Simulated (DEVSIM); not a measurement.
System: abrupt Ge n-p junction, at 400 K.

Layer 1 from the left is Ge, thickness (μm) 0.960, Nd (cm⁻³) 2.2e18, τn (s) 1.4e-7, τp (s) 1.4e-7. Layer 2 from the left is Ge, thickness (μm) 1.10, Na (cm⁻³) 1.6e14, τn (s) 1.4e-7, τp (s) 1.4e-7.

Left contact: ohmic. Right contact: ohmic. Voltage is applied to the left contact. Recombination: SRH at mid-gap, radiative, Auger. Mobility is μmin + (μ − μmin)/(1 + (N/Nref)^α).

This is a model device: material constants are rounded textbook-type values typed into the input, and sizes, dopings and lifetimes were drawn at random. Values at 300 K; Nc and Nv go as T^1.5, mobilities as T to minus their exponent, the gap by Varshni's rule with the affinity fixed.

Ge: gap (eV) 0.664, affinity (eV) 4, permittivity 16, Nc (cm⁻³) 1.04e19, Nv (cm⁻³) 6e18, μn (cm²/Vs) 3900, μp (cm²/Vs) 1900, μn,min 150, μp,min 100, Nref,n 2.6e17, Nref,p 4e17, αn 0.56, αp 0.6, T exponent of μn 1.66, T exponent of μp 2.33, B (cm³/s) 6.4e-14, Cn (cm⁶/s) 1e-31, Cp (cm⁶/s) 1e-31, Varshni α (eV/K) 0.000477, Varshni β (K) 235.

DEVSIM, 1D drift-diffusion, Boltzmann statistics, complete ionisation; no tunnelling, impact ionisation, image-force lowering or self-heating.

Problem. What does the simulation give for the largest field in the device at zero bias, the potential step across the device at zero bias?

Solution. largest field in the device at zero bias 80000 V/cm; potential step across the device at zero bias 0.255 V.
